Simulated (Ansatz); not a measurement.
The reference is a 24-atom supercell of TiS$_{2}$ in the CdI2 type structure (space group P-3m1, No. 164; a = 3.298 Å, c = 5.340 Å; layered, stacked along the Cartesian z axis) at its relaxed geometry.

The values are results of DFT with PBEsol-D3(BJ), PAW potentials and a 420 eV plane-wave cutoff in Ansatz (a program for electronic structure), scalar-relativistic without spin-orbit coupling, earlier PAW set, not measurements.

Before the change:

| Property | Result |
|---|---|
| Mean distance from the defect site to its nearest host atoms | 4.51 bohr |
| Pressure | 0.0 GPa |

It is then changed as follows: one Ti atom is replaced by Zr, atoms relaxed at fixed cell, starting from a slightly rattled geometry.

### Question
Estimate the effect on the mean distance from the defect site to its nearest host atoms, largest displacement of a host atom from its site in the perfect cell and pressure.

### Answer
The mean distance from the defect site to its nearest host atoms grows by 0.187 bohr (4.51 bohr → 4.69 bohr); the largest displacement of a host atom from its site in the perfect cell comes out as 0.11 Å; the pressure goes from zero to 1.8 GPa.

The cell is small, so the values are those of an ordered compound at a high defect concentration; dilute-limit values will differ. The final runs are not spin-polarised. The defect cell is not spin-polarised.
